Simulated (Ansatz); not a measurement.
Thickness series in hypothetical CdI2 type MnF2

Base system: MnF₂ in the CdI2 type structure (space group P-3m1, No. 164; ferromagnetic; a hypothetical phase, not in the database extracts checked; layered, stacked along the Cartesian z axis).

```
MnF2
1.0
    3.30299     0.00000     0.00000
   -1.65150     2.86047     0.00000
    0.00000     0.00000     4.08633
Mn F
1 2
Direct
  0.00000   0.00000   0.00000
  0.33333   0.66667   0.23049
  0.66667   0.33333   0.76951
```

Free-standing slabs (3 atom(s) a layer) normal to the stacking axis with 15 Å of vacuum; in-plane cell relaxed.

All numbers come from DFT with r2SCAN+rVV10, PAW potentials and a 500 eV plane-wave cutoff in Ansatz (a quantum-chemistry and plane-wave program), scalar-relativistic without spin-orbit coupling.

Notes on the quantities. excess energy per area of both faces: slab less bulk energy over the cell's area: twice a surface energy; electron mass: in plane.

```json
[
 {"change": "base", "band gap": "2.22 eV", "excess energy per area of both faces": "–", "thickness between the outermost nuclei": "–", "electron mass": "–", "in-plane lattice parameter a": "3.303 Å"},
 {"change": "1 layer", "band gap": "3.02 eV", "excess energy per area of both faces": "0.25 J/m²", "thickness between the outermost nuclei": "1.91 Å", "electron mass": "0.58 mₑ (at Γ)", "in-plane lattice parameter a": "3.290 Å"},
 {"change": "2 layers", "band gap": "2.61 eV", "excess energy per area of both faces": "0.27 J/m²", "thickness between the outermost nuclei": "6.03 Å", "electron mass": "0.53 mₑ (at Γ)", "in-plane lattice parameter a": "3.295 Å"},
 {"change": "3 layers", "band gap": "2.45 eV", "excess energy per area of both faces": "0.28 J/m²", "thickness between the outermost nuclei": "10.13 Å", "electron mass": "0.53 mₑ (at Γ)", "in-plane lattice parameter a": "3.298 Å"},
 {"change": "4 layers", "band gap": "2.37 eV", "excess energy per area of both faces": "0.28 J/m²", "thickness between the outermost nuclei": "14.22 Å", "electron mass": "0.51 mₑ (at Γ)", "in-plane lattice parameter a": "3.299 Å"}
]
```

The excess energy carries the mismatch between the slab's and the bulk's meshes. Masses are band curvatures over ±0.01 Å⁻¹ around the edge. Stability against distortions was not tested. No Hubbard U is applied and the magnetic state is the run's own (MnF2 ferromagnetic); other magnetic orders, which need larger cells, were not tried and can change the gap.
